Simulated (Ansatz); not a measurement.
For PbTe (Fm-3m, No. 225, 8 atoms in the cell; start mp-1079574), LDA in Ansatz (plane waves, PAW) gives:

```
Item                    Value
---------------  ------------
bulk modulus B0      48.9 GPa
cohesive energy  3.88 eV/atom
band gap              0.57 eV
```

Problem. What does r²SCAN (Ansatz, an electronic-structure program, PAW) give for the same quantities?

Solution. 
- bulk modulus: 42.2 GPa (shrinks by 14 %)
- cohesive energy: 3.05 eV/atom (drops by 0.83 eV/atom)
- band gap: 1.09 eV (increases by 0.52 eV)

Changes are worked out from the printed values.

Unless a cell is named, each level is at its own relaxed cell (LDA 32.46, r²SCAN 34.88 Å³/atom).

Levels without +SOC leave out spin–orbit coupling, which shifts energies and cells of such heavy elements.

Levels without +SOC have no spin–orbit coupling; where heavier elements are present it shifts gaps, mostly down, and can invert bands. Density-functional gaps are differences of (generalised) Kohn–Sham levels.

Caveats: the bulk modulus is −V dP/dV from two relaxed cells at ±2 % in volume (LDA, r²SCAN); the relaxation could not lower the start's symmetry, so the cell can be a saddle point above a distorted one (LDA, r²SCAN). Ansatz's density-functional and Hartree–Fock values are scalar-relativistic unless marked +SOC, with PAW data made under PBE.

A start named mp-… is a Materials Project structure, which need not be a measured phase.
